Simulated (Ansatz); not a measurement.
Take GaN in the zinc blende structure (space group F-43m, No. 216) as the base.

```
CELL_PARAMETERS angstrom
      0.00000     2.24895     2.24895
      2.24895     0.00000     2.24895
      2.24895     2.24895     0.00000
ATOMIC_POSITIONS crystal
  Ga 0.00000 0.00000 0.00000
  N  0.25000 0.25000 0.25000
```

Cartesian axes are those of the cell as printed.

The values are results of r2SCAN (Ansatz, a program for electronic structure; PAW; 500 eV plane waves; no spin-orbit coupling), not measurements.

One thing is altered: tensor shear ε_xy = +0.86 % (engineering shear γ = 0.0172), atoms relaxed at fixed cell.

**Question.** Predict the stress tensor and what it implies for the stiffness.

**Answer.** Stress of the strained cell less that of the base (GPa, compression positive):
```
   0.03   -2.78    0.00
  -2.78    0.03    0.00
   0.00    0.00   -0.01
```

Then −Δσ/γ with γ = 2ε = 0.0172 gives relaxed-ion elastic constants: C66 ≈ 161 GPa.

Whether these cells are dynamically stable was not tested. This is not the structure that GaN has at room temperature and ambient pressure.
